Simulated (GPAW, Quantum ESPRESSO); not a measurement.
A GPAW input for a self-consistent single point of LaAl3Cu (I4mm, 5 atoms in the cell) (DFT LDA (Perdew-Wang 92), plane waves, GPAW PAW datasets LDA (gpaw-data 1.0.1)):

```python
from ase import Atoms
from ase.units import GPa
from gpaw import GPAW, PW, FermiDirac

atoms = Atoms(['La', 'Al', 'Al', 'Al', 'Cu'],
              cell=[[-2.089209, 2.089209, 5.207770],
                    [2.089209, -2.089209, 5.207770],
                    [2.089209, 2.089209, -5.207770]],
              scaled_positions=[[0.997190, 0.997190, 0.000000],
                                [0.402890, 0.402890, 0.000000],
                                [0.246550, 0.746550, 0.500000],
                                [0.746550, 0.246550, 0.500000],
                                [0.630820, 0.630820, 0.000000]],
              pbc=True)

calc = GPAW(mode=PW(850),
            xc='LDA',
            kpts={'size': (8, 8, 8), 'gamma': True},
            occupations=FermiDirac(0.1),
            nbands=-9,
            symmetry={'symmorphic': False, 'tolerance': 0.0005},
            maxiter=150)

atoms.calc = calc

energy = atoms.get_potential_energy()
print('Energy (eV):', round(energy, 6))
forces = atoms.get_forces()
print('Forces (eV/Ang):')
print(forces.round(5))
stress = atoms.get_stress()
print('Stress (GPa, Voigt):', (stress / GPa).round(4))
```

Problem. Give the Quantum ESPRESSO input for the same structure, mesh, smearing and functional.

Solution. One input that does it (others would too):

```fortran
&CONTROL
   calculation = 'scf'
   prefix = 'run'
   outdir = './tmp/'
   pseudo_dir = './'
   tprnfor = .true.
   tstress = .true.
/
&SYSTEM
   ibrav = 7
   celldm(1) = 7.8960656542
   celldm(3) = 2.492699390056
   nat = 5
   ntyp = 3
   ecutwfc = 50
   ecutrho = 400
   occupations = 'smearing'
   smearing = 'fermi-dirac'
   degauss = 0.0073499
/
&ELECTRONS
   conv_thr = 1.0e-11
   mixing_beta = 0.7
/
ATOMIC_SPECIES
La   138.9055  la_lda_v1.uspp.F.UPF
Al    26.9815  al_lda_v1.uspp.F.UPF
Cu    63.5460  cu_lda_v1.2.uspp.F.UPF
ATOMIC_POSITIONS {alat}
La    0.0000000000    0.0000000000    2.4856949048
Al    0.0000000000    0.0000000000    1.0042836573
Al    0.0000000000    0.5000000000    0.6145750346
Al   -0.5000000000    0.0000000000    0.6145750346
Cu    0.0000000000    0.0000000000    1.5724446292
K_POINTS {automatic}
8 8 8  0 0 0
```

Basis settings and potentials, where a program has them, do not carry over. This input uses DFT, LDA (PZ), plane waves, GBRV 1.5 ultrasoft (LDA) pseudopotentials. LDA parametrisations can differ slightly between programs.

The starting cell comes from a database of computed structures (which also holds hypothetical and non-ambient phases and stackings), without a prior relaxation at this level. Its lattice was rescaled by a random factor within 2.5 % of one.
